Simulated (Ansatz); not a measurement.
We consider Al₁₂W (Im-3, No. 204), described by LDA in Ansatz (PAW).

Run with plane-wave cutoff 520 eV, 10×10×10 k mesh, Fermi–Dirac smearing 0.05 eV, no spin polarisation, scalar-relativistic PAW data made under PBE.

Energies at three volumes about the minimum:

```json
[
 {"V (Å³/atom)": "15.785", "E − E_lowest (meV/atom)": "2.10"},
 {"V (Å³/atom)": "16.107", "E − E_lowest (meV/atom)": "0.00"},
 {"V (Å³/atom)": "16.429", "E − E_lowest (meV/atom)": "1.90"}
]
```

**Question.** Fit a parabola by hand: where is the minimum, what lattice constant follows, and what is the bulk modulus?

**Answer.** Slopes: (0.00 − 2.10)/(16.107 − 15.785) = -6.522 and (1.90 − 0.00)/(16.429 − 16.107) = 5.901 meV/Å³. Curvature E″ = 2 × (5.901 − (-6.522))/(16.429 − 15.785) = 38.581 meV/Å⁶. From the middle of the first interval, the slope vanishes at V0 = 15.9460 − (-6.522)/38.581 = 16.115 Å³/atom. B = V0 E″ = 16.115 × 38.581 meV/Å³ × 0.1602 GPa per meV/Å³ = 99.6 GPa. With 26 atoms in the cube, a = (26 × 16.115)^(1/3) = 7.483 Å. The full Birch–Murnaghan fit to all volumes gives V0 = 16.109 Å³/atom and B0 = 99.3 GPa.

Measured, for comparison: equilibrium volume per atom 16.75 Å³/atom (temperature not stated, no zero-point or thermal correction, from a published cell, temperature and pressure not stated; as tabulated in J. Adam and J. B. Rich, Acta Crystallographica 7, 813 (1954)). Computed less measured: equilibrium volume per atom -3.8 %.

Ansatz is an electronic-structure program.
